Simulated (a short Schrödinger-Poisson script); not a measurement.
System: gated In0.52Al0.48As/In0.53Ga0.47As δ-doped gas in a quantum well, at 300 K.

```
layer        material  thickness (nm)  Na (cm⁻³)
-----  --------------  --------------  ---------
1      In0.52Al0.48As               8          -
2      In0.52Al0.48As               2          -
3      In0.53Ga0.47As               6          -
4      In0.52Al0.48As            4000       2e15
```

Constants are typed, rounded textbook-type inputs, not results; the design itself was drawn at random and stands for no fabricated device. In0.52Al0.48As: permittivity 12.5, conduction-band edge (eV) 0.52, gap (eV) 1.45, electron mass (mₑ) 0.075, Nv at 300 K (cm⁻³) 1.1e19. In0.53Ga0.47As: permittivity 13.9, conduction-band edge (eV) 0, gap (eV) 0.74, Nv at 300 K (cm⁻³) 7.7e18.

Channel valleys (confinement mass, in-plane density-of-states mass, number): Γ 0.041, 0.041, 1. At the gate the conduction-band edge of layer 1 lies 0.65 eV − eVg above the Fermi level of the channel; the field vanishes at the back. Sheet of ionised δ-doping: +1.7e12 e/cm² at 8 nm from the gate. The barrier under the gate holds no holes. Gaps are held at their typed values at every temperature. Mesh 0.08 nm at interfaces.

Solved with a short Schrödinger-Poisson script written for these runs: 1D Poisson equation in equilibrium, electrons quantum, Hartree (BenDaniel-Duke, 40 states a valley, the channel's in-plane mass for all, wave functions free to enter the barrier), parabolic valleys, classical holes, full ionisation, no traps, pinning or gate leakage.

The same stack at other levels of the model or other numerical settings:

```tsv
run	sheet density of all electrons at Vg = 0.4 V (cm⁻²)	capacitance at Vg = 0.4 V (μF/cm²)	centroid of the channel electrons at Vg = 0.4 V (nm)	gate voltage at 1e11 electrons/cm² (V)	rough cost against the base
base	1.50e12	0.707	2.83	0.04	about 1
electrons treated as classical, Boltzmann	?	0.970	1.80	-0.03	0.04
electrons treated as classical, Fermi-Dirac	1.60e12	0.665	?	-0.02	0.1
electrons treated as quantum, Hartree plus LDA exchange-correlation	1.57e12	?	2.82	0.04	1
mesh six times as coarse	1.49e12	0.707	2.83	0.04	0.3
one subband a valley	1.50e12	0.707	2.83	0.04	0.3
```

### Question
Some entries are withheld; supply them.

### Answer

- electrons treated as quantum, Hartree plus LDA exchange-correlation, capacitance at Vg = 0.4 V (μF/cm²): 0.718
- electrons treated as classical, Boltzmann, sheet density of all electrons at Vg = 0.4 V (cm⁻²): 2.30e12
- electrons treated as classical, Fermi-Dirac, centroid of the channel electrons at Vg = 0.4 V (nm): 2.72

The classical rows ignore confinement, and Boltzmann statistics overrate the density once the band edge passes the Fermi level.
